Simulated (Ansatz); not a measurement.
We consider LaTiO2N (Imma, No. 74, 10 atoms in the cell; start mp-1222753), described by r²SCAN+rVV10 in Ansatz (plane waves, PAW).

Numerical settings: plane-wave cutoff 560 eV, 8×8×8 k mesh, Fermi–Dirac smearing 0.01 eV, no spin polarisation, scalar-relativistic PAW data made under PBE.

Cell (relaxed at this level):

```cif
data_La2N2O4Ti2
_chemical_formula_sum 'La2 Ti2 N2 O4'
_space_group_name_H-M_alt 'P 1'
_space_group_IT_number 1
_cell_length_a 5.57026
_cell_length_b 5.57026
_cell_length_c 5.57026
_cell_angle_alpha 120.788
_cell_angle_beta 89.201
_cell_angle_gamma 120.138
loop_
_space_group_symop_operation_xyz
  'x, y, z'
loop_
_atom_site_label
_atom_site_type_symbol
_atom_site_fract_x
_atom_site_fract_y
_atom_site_fract_z
_atom_site_occupancy
La1 La 0.75136 0.00136 0.75000 1
La2 La 0.24864 0.99864 0.25000 1
Ti1 Ti 0.50000 0.50000 0.00000 1
Ti2 Ti 0.00000 0.50000 0.50000 1
N1 N 0.31354 0.56354 0.75000 1
N2 N 0.68646 0.43646 0.25000 1
O1 O 0.21682 0.50000 0.21682 1
O2 O 0.78318 0.50000 0.78318 1
O3 O 0.78318 0.00000 0.28318 1
O4 O 0.21682 0.00000 0.71682 1
```

Question: Estimate the band gap that the calculation returns.

Answer: 
- band gap: 1.26 eV

Spin–orbit coupling is not included.

The computed numbers hold no vibrational or temperature effects.

The result took very roughly 2.4 core-minutes.

A start named mp-… is a Materials Project structure, which need not be a measured phase.

Ansatz is a program for electronic structure.
